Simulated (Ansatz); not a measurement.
What tensor shear ε_xy = +1.43 % does to Sr

The parent structure is Sr in the fcc (Cu type) structure (space group Fm-3m, No. 225; a = 5.923 Å). Axes: x, y, z lie along the cube axes.

Now apply this change: tensor shear ε_xy = +1.43 % (engineering shear γ = 0.0286); the atoms relax in the strained cell.

Level of theory: PBEsol in Ansatz (plane waves to 420 eV, PAW, without spin-orbit coupling). Γ-centred 14×14×14 mesh, Fermi–Dirac width 0.05 eV.

```csv
quantity,base,changed,shift
volume per atom,51.93 Å³,51.92 Å³,-0.01 Å³
space group,Fm-3m (No. 225),Immm (No. 71),–
shortest interatomic distance,4.188 Å,4.128 Å,-0.060 Å
energy relative to the base (free energy F),0 meV/atom,+1.6 meV/atom,+1.6 meV/atom
"pressure (mean of the normal stresses, compression positive)",0.0 GPa,0.0 GPa,0.0 GPa
band gap,zero,zero,–
"stress (xx, yy, zz, yz, xz, xy; compression positive) (rough)",–,"(0.0, 0.0, 0.0, 0.0, 0.0, -0.4) GPa",–
```

Without a gap, meshes like the base's 14×14×14 leave anisotropic stresses uncertain by several tenths of a GPa, and small strain energies with them. No phonon test of stability was made.

Ansatz is a program for electronic structure.
